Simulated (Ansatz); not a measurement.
Take CdGeAs$_{2}$ in the chalcopyrite structure (space group I-42d, No. 122) as the base.

```yaml
crystal:
  lattice:
    - [-2.93676, 2.93676, 5.61322]
    - [2.93676, -2.93676, 5.61322]
    - [2.93676, 2.93676, -5.61322]
  atoms:
    - { symbol: Cd, position: [0.00000, 0.00000, 0.00000] }
    - { symbol: Cd, position: [0.75000, 0.25000, 0.50000] }
    - { symbol: Ge, position: [0.50000, 0.50000, 0.00000] }
    - { symbol: Ge, position: [0.25000, 0.75000, 0.50000] }
    - { symbol: As, position: [0.87500, 0.85102, 0.47602] }
    - { symbol: As, position: [0.14898, 0.62500, 0.02398] }
    - { symbol: As, position: [0.37500, 0.39898, 0.52398] }
    - { symbol: As, position: [0.60102, 0.12500, 0.97602] }
```

Cartesian axes are those of the cell as printed.

The values are results of plane-wave PAW DFT at the LDA level (Ansatz, a first-principles code, 420 eV), no spin-orbit coupling, not measurements.

One thing is altered: compressive biaxial strain of 1.50 % in the plane normal to [001], as in epitaxy on a mismatched substrate; the out-of-plane cell vector and the atoms relax.

What happens to the out-of-plane strain?

The out-of-plane strain is +1.79 %.

Whether these cells are dynamically stable was not tested.
